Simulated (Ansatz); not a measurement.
# A computed series for PbS: pressure series

Consider PbS in the rock salt structure (space group Fm-3m, No. 225).

```yaml
crystal:
  lattice:
    - [0.00000, 2.95152, 2.95152]
    - [2.95152, 0.00000, 2.95152]
    - [2.95152, 2.95152, 0.00000]
  atoms:
    - { symbol: Pb, position: [0.00000, 0.00000, 0.00000] }
    - { symbol: S, position: [0.50000, 0.50000, 0.50000] }
```

Cell and atoms are relaxed at each pressure.

The values are results of plane-wave PAW DFT at the PBEsol level (Ansatz, a program for electronic structure, 420 eV), no SOC, not measurements.

Problem. Only one of these has no band gap. Which?
(A) pressure 1.5 GPa
(B) pressure −2 GPa
(C) pressure −1 GPa
(D) pressure 0.3 GPa
(E) pressure 3 GPa

Solution. E, pressure 3 GPa. Computed: pressure 0.3 GPa: 0.17 eV; pressure 1.5 GPa: 0.10 eV; pressure −1 GPa: 0.26 eV; pressure 3 GPa: zero; pressure −2 GPa: 0.33 eV

With Pb present, leaving out spin-orbit coupling can change the band edges. Load acts through the strain it causes; cell and atoms are relaxed under it. Stability against distortions was not tested. The base started in Pnma and relaxed to Fm-3m at this level. The final runs are not spin-polarised. The zero or small gap of PbS can change with the level of theory.
